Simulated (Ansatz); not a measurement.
SnO2 under load (space group P4_2/mnm), r2SCAN, rigid bands run with Ansatz (a program for electronic structure). Condition of this run: hydrostatic pressure of 12 GPa (compression positive) (the target of the relaxation). Band gap 2.31 eV, N_c = 3.03e18 cm⁻³ and N_v = 4.48e19 cm⁻³ at 300 K, conductivity masses along z (a = (4.66, 0.00, 0.00) Å; b = (0.00, 4.66, 0.00) Å; c = (0.00, 0.00, 3.18) Å) of 0.218 mₑ (electrons) and 1.77 mₑ (holes). Take k_BT = 0.02585 eV.

Problem. What built-in voltage has an abrupt junction with N_A = 1e17 and N_D = 1e17 cm⁻³, all dopants ionised?

Solution. V_bi = E_g/e − (k_BT/e) ln(N_c N_v/(N_A N_D)) = 2.31 − 0.02585 × 9.52 = 2.06 V, for the computed gap.

Problem. Find the intrinsic carrier density and the intrinsic Fermi level.

Solution. n_i = √(N_c N_v) exp(−E_g/2k_BT) = 1.17e19 × exp(−44.68) = 4.6e-1 cm⁻³. The level lies (k_BT/2) ln(N_v/N_c) = 35 meV from mid-gap (positive towards the conduction band). Each 0.1 eV added to the gap lowers n_i by a factor of 6.9.

Problem. What thermal injection velocity √(2k_BT/πm) limits a ballistic channel along the direction named?

Solution. 1.15e7 cm/s for electrons and 4.04e6 cm/s for holes, a ratio of √(m_h/m_e) = 2.85, for dilute carriers.

Rigid bands with the computed gap; masses take one relaxation time for all states. Spin-orbit coupling is left out; where it splits the top of the valence band, N_v and the p-type Seebeck coefficient come out somewhat high without it. Geometry: cell and atoms relaxed with PBEsol.
